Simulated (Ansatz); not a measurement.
Effect of uniaxial strain ε_zz = +0.50 % on InAs

Take InAs in the zinc blende structure (space group F-43m, No. 216; a = 6.0873 Å) as the base. Axes: x, y, z lie along the cube axes.

It is then changed as follows: uniaxial strain ε_zz = +0.50 %, all other strain components held at zero, atoms relaxed at fixed cell.

Calculations: plane-wave PAW DFT at the PBEsol level (Ansatz, a program for electronic structure, 420 eV), without spin-orbit coupling. k-mesh 9×9×9 (Γ-centred); smearing 0.05 eV (Fermi–Dirac).

| quantity | base | changed | shift |
|---|---|---|---|
| space group | F-43m (No. 216) | I-4m2 (No. 119) | – |
| energy relative to the base (free energy F) | 0 meV/atom | +0.2 meV/atom | +0.2 meV/atom |
| pressure (mean of the normal stresses, compression positive) | 0.0 GPa | -0.3 GPa | -0.3 GPa |
| band gap | zero | zero | – |
| stress (xx, yy, zz, yz, xz, xy; compression positive) (rough) | – | (-0.2, -0.2, -0.4, 0.0, 0.0, 0.0) GPa | – |

Final structure:

```xyz
2
Lattice="0.0000 3.0436 3.0589 3.0436 0.0000 3.0589 3.0436 3.0436 0.0000" Properties=species:S:1:pos:R:3 pbc="T T T"
In     0.0000     0.0000     0.0000
As     1.5218     1.5218     1.5294
```

Cost of the whole job for the changed cell (relaxation, final SCF and bands): roughly 16 core-seconds.

The mesh was chosen for an insulator and is coarse for the gapless case. Without a gap, meshes like the base's 9×9×9 leave anisotropic stresses uncertain by several tenths of a GPa, and small strain energies with them. Stability against distortions was not tested. All final runs are without spin polarisation. A zero or small gap of InAs can be the functional's error rather than a property of the material.
